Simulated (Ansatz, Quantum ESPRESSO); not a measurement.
**Sr₃Ca (Pm-3m, 4 atoms in the cell) computed with different codes at matched settings**

Self-consistent single point.

```yaml
crystal:
  lattice:
    - [5.98875, 0.00000, 0.00000]
    - [0.00000, 5.98875, 0.00000]
    - [0.00000, 0.00000, 5.98875]
  atoms:
    - { symbol: Sr, position: [0.00000, 0.50000, 0.50000] }
    - { symbol: Sr, position: [0.50000, 0.00000, 0.50000] }
    - { symbol: Sr, position: [0.50000, 0.50000, 0.00000] }
    - { symbol: Ca, position: [0.00000, 0.00000, 0.00000] }
```

Shared settings, as Ansatz (a program for electronic structure) writes them: kpoints.mp_grid.grid = 4 4 4; magnetization.spin_orbit = true; scf.occupations.method = gaussian; scf.occupations.width = 0.136 eV. Potentials and cutoffs stand in the table.

```csv
code,model,pressure (GPa),cutoff
Quantum ESPRESSO,"PBEsol, spin-orbit coupling, PseudoDojo fully relativistic norm-conserving (PBESOL) pseudopotentials",-1.03,70 Ry
Ansatz,"PBEsol with spin-orbit coupling, PAW files made with PBE",-1.03,default
```

The spread over the programs that give each value: pressure within 0.00 GPa.

Ansatz's pressure is given at a fixed set of plane waves, as the other plane-wave codes print theirs.

The starting cell comes from a database of computed structures (which also holds hypothetical and non-ambient phases and stackings), without a prior relaxation at this level.

Left out of this page: Elk and SIESTA (not drawn, or without a comparable value).

Keys are those of Ansatz 0.2.
